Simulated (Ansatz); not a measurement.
Start from ZnSe in the zinc blende structure (space group F-43m, No. 216; a = 5.666 Å). Axes: x, y, z lie along the cube axes.

Level of theory: r2SCAN in Ansatz (plane waves to 500 eV, PAW, no spin-orbit coupling).

Strains are applied to the cell and any free atomic positions relax; under biaxial strain the out-of-plane vector relaxes too.

One change was made to it. Results:

```json
[
 {"quantity": "volume per atom", "base": "22.73 Å³", "after": "22.12 Å³"},
 {"quantity": "energy relative to the base (free energy F)", "base": "0 meV/atom", "after": "+11 meV/atom"},
 {"quantity": "valley order (the lowest conduction-band minima on the path, energy above the VBM, named in the base's zone)", "base": "Γ 1.87 eV; L along ⟨111⟩ 3.05 eV; X along ⟨100⟩ 3.34 eV", "after": "Γ 1.88 eV; L along [111] 2.95 eV; X along [010] 3.09 eV"},
 {"quantity": "pressure (mean of the normal stresses, compression positive)", "base": "-0.01 GPa", "after": "1.80 GPa"}
]
```

Task: Which of these changes matches the shifts?
A. biaxial strain −3.00 %, plane normal [001], relaxed out of plane
B. biaxial strain −2.50 %, plane normal [001], relaxed out of plane
C. biaxial strain −1.00 %, plane normal [001], relaxed out of plane
D. biaxial strain −1.50 %, plane normal [001], relaxed out of plane
E. biaxial strain −2.00 %, plane normal [001], relaxed out of plane

Result: A, biaxial strain −3.00 %, plane normal [001], relaxed out of plane. For comparison, the valley order in the other runs: biaxial strain −2.50 %, plane normal [001], relaxed out of plane gives Γ 1.88 eV; L along [111] 2.98 eV; X along [010] 3.13 eV; biaxial strain −1.00 %, plane normal [001], relaxed out of plane gives Γ 1.88 eV; L along [111] 3.04 eV; X along [010] 3.25 eV; X along [001] 3.36 eV; biaxial strain −1.50 %, plane normal [001], relaxed out of plane gives Γ 1.88 eV; L along [111] 3.02 eV; X along [010] 3.21 eV; biaxial strain −2.00 %, plane normal [001], relaxed out of plane gives Γ 1.88 eV; L along [111] 3.00 eV; X along [010] 3.17 eV.

The levels and masses belong to the bands next to the band gap. No phonon test of stability was made.

Ansatz is a program for electronic structure.
